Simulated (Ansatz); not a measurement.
For zinc-blende BaO (model structure), LDA (Ansatz, a quantum-chemistry and plane-wave program, PAW) gives:

- lattice constant a = 5.796 Å
- formation enthalpy = -2.741 eV/atom

What does PBEsol in Ansatz (plane waves, PAW) give for the same quantities?


- lattice constant a: 5.861 Å (rises by 1.1 %)
- formation enthalpy: -2.531 eV/atom (moves by +0.210 eV/atom)

Changes are worked out from the printed values.

Unless a cell is named, each level is at its own relaxed cell (LDA 24.34, PBEsol 25.17 Å³/atom).

Ansatz's density-functional and Hartree–Fock values are scalar-relativistic unless marked +SOC, with PAW data made under PBE.

A model structure was made by putting elements into a prototype or built by hand; it is no filed structure, need not be a known phase, and can be a saddle point held by its symmetry.
